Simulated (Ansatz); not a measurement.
The parent structure is Au in the fcc (Cu type) structure (space group Fm-3m, No. 225; a = 4.1245 Å; relaxed with 0.1 eV smearing). Axes: x, y, z lie along the cube axes.

Calculations: r2SCAN (Ansatz, a quantum-chemistry and plane-wave program, PAW, scalar-relativistic without spin-orbit coupling).

Strains are applied to the cell and any free atomic positions relax; under biaxial strain the out-of-plane vector relaxes too.

One change was made to it. Results:

The pressure (mean of the normal stresses, compression positive) goes from zero to 1.0 GPa; the volume per atom falls by 0.10 Å³, from 17.54 Å³ to 17.44 Å³.

Question: What was done to the base?
(A) biaxial strain −0.50 %, plane normal [001], relaxed out of plane
(B) biaxial strain −2.00 %, plane normal [001], relaxed out of plane
(C) biaxial strain −3.00 %, plane normal [001], relaxed out of plane
(D) biaxial strain −1.00 %, plane normal [001], relaxed out of plane

Answer: B, biaxial strain −2.00 %, plane normal [001], relaxed out of plane. For comparison, the pressure in the other runs: biaxial strain −3.00 %, plane normal [001], relaxed out of plane gives 1.9 GPa; biaxial strain −1.00 %, plane normal [001], relaxed out of plane gives 0.4 GPa; biaxial strain −0.50 %, plane normal [001], relaxed out of plane gives 0.2 GPa.

Stability against distortions was not tested.
